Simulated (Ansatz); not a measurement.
A computed series for Al: response to strain

The reference is Al in the fcc (Cu type) structure (space group Fm-3m, No. 225; relaxed with 0.1 eV smearing).

```
CELL_PARAMETERS angstrom
      0.00000     2.00773     2.00773
      2.00773     0.00000     2.00773
      2.00773     2.00773     0.00000
ATOMIC_POSITIONS crystal
  Al 0.00000 0.00000 0.00000
```

Cartesian axes are those of the cell as printed.

Strains are applied to the cell and any free atomic positions relax.

Calculations: PBEsol (Ansatz, a program for electronic structure), no SOC.

Notes on the quantities. pressure: mean of the normal stresses, compression positive; energy relative to the base: free energy F.

```
variant                         volume per atom  pressure  energy relative to the base
------------------------------  ---------------  --------  ---------------------------
base                                   16.19 Å³   0.0 GPa                   0 meV/atom
uniaxial strain ε_zz = −3.00 %         15.70 Å³   2.7 GPa                +5.6 meV/atom
uniaxial strain ε_zz = −2.50 %         15.78 Å³   2.2 GPa                +3.8 meV/atom
uniaxial strain ε_zz = −2.00 %         15.86 Å³   1.8 GPa                +2.4 meV/atom
uniaxial strain ε_zz = −1.50 %         15.94 Å³   1.3 GPa                +1.3 meV/atom
uniaxial strain ε_zz = +0.50 %         16.27 Å³  -0.4 GPa                +0.1 meV/atom
uniaxial strain ε_zz = +1.00 %         16.35 Å³  -0.8 GPa                +0.6 meV/atom
uniaxial strain ε_zz = +1.50 %         16.43 Å³  -1.2 GPa                +1.2 meV/atom
uniaxial strain ε_zz = +2.00 %         16.51 Å³  -1.5 GPa                +2.2 meV/atom
uniaxial strain ε_zz = +3.00 %         16.67 Å³  -2.2 GPa                +4.8 meV/atom
```

Whether these cells are dynamically stable was not tested.
